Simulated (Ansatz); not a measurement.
Amorphous Si₃₀N₄₅P₃, 78 atoms at 2.90 g/cm³, one PBE-relaxed geometry, zone centre. Methods: PBE, scalar-relativistic without spin-orbit coupling (Ansatz, a first-principles code); r2SCAN, scalar-relativistic without spin-orbit coupling (Ansatz); HSE06, scalar-relativistic without spin-orbit coupling (Ansatz). Plane waves to 420 eV (r2SCAN 500 eV); exact exchange is cut at the cell's faces. At PBE the levels at both edges of the gap are localised (band-tail or defect states), and the nearest spread-out levels lie 2.9 eV apart at the zone centre. The higher rungs were started with moments on some atoms, which died out.

A CHGNet melt-quench gave the starting glass, which DFT then relaxed. N atoms were pushed apart under 1.9 Å during the dynamics, to hinder bonds among them. The hot cell started wider than the set density and was brought back towards it in steps. It is the lowest in DFT energy of 2 quenches. It is a model cell: composition and starting density were chosen by hand, and all elements were melted together. No dispersion term was used. Its density started from a set value of 2.90 and ended at 2.90 g/cm³. Cooling (nominally 450 K/ps over its main leg) ran many orders faster than in experiment, which tends to leave more defects and strain. Values belong to this one cell and scatter from quench to quench. The volume was held where the preparation left it and the shape relaxed, at a PBE pressure of 3.2 GPa. Stress components on the final sampling reach 3.5 GPa. Cycles of charging lowered its energy after that relaxation.

The relaxation ran on the zone centre alone. At PBE the gap between localised states is 1.99 eV on a 2×2×2 Γ-centred mesh, and the spacing at the zone centre alone 2.04 eV.

**Question.** What zone-centre spacing does r2SCAN give, roughly?

**Answer.** 2.46 eV (+0.42 eV against PBE).

**Question.** What zone-centre spacing does HSE06 give, roughly?

**Answer.** 3.33 eV (+1.30 eV against PBE).

The highest filled and the lowest empty state spread over these numbers of atoms (participation numbers): PBE: 6.4 and 7.1; r2SCAN: 6.2 and 7.3; HSE06: 6.8 and 6.8.
